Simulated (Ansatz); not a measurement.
C (Fmmm, No. 69, 4 atoms in the cell; start mp-937760; another form than the element's usual one) was calculated with r²SCAN (PAW; Ansatz, a first-principles code).

Run with plane-wave cutoff 560 eV, 24×24×8 k mesh (along the axes of the cell as run), Fermi–Dirac smearing 0.05 eV, scalar-relativistic PAW data made under PBE.

Cell (relaxed at this level):

C is taken in the orthorhombic space group Fmmm (No. 69), Pearson symbol oF8. Lattice parameters: a = 2.4561 Å, b = 4.2529 Å, c = 7.1204 Å, α = 90.00°, β = 90.00°, γ = 90.00°. C on 8h is surrounded by 3 C at 1.418 Å (trigonal planar). (Neighbours: up to the widest gap in distance over summed covalent radii, below 1.35, at either atom.)
(The calculation used a cell of 4 atoms; values per cell refer to that cell.)

**Question.** Give the computed band gap, Γ–Γ gap and bulk modulus B0.

**Answer.** 
- band gap: 0.00 eV (under three smearing widths, so not firm)
- Γ–Γ gap: 7.15 eV
- bulk modulus B0: 20.0 GPa

Note: the relaxation could not lower the start's symmetry, so the cell can be a saddle point above a distorted one; the bulk modulus is −V dP/dV from two relaxed cells at ±2 % in volume.

Cost on a shared machine: around 7 core-minutes (rough).

A start named mp-… is a Materials Project structure, which need not be a measured phase.
